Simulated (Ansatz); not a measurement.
The parent structure is MgTe in the zinc blende structure (space group F-43m, No. 216; a = 6.438 Å). Axes: x, y, z lie along the cube axes.

Calculations: PBEsol, PAW, 420 eV (Ansatz, a quantum-chemistry and plane-wave program; no spin-orbit coupling), earlier PAW set.

Modification: biaxial strain −2.24 %, plane normal [001], relaxed out of plane (Cartesian); in-plane vectors clamped, the third vector and the atoms free.

Task: How does this affect the ratio −ε⊥/ε∥?

Result: The ratio −ε⊥/ε∥ comes out as 1.34.

Whether these cells are dynamically stable was not tested.
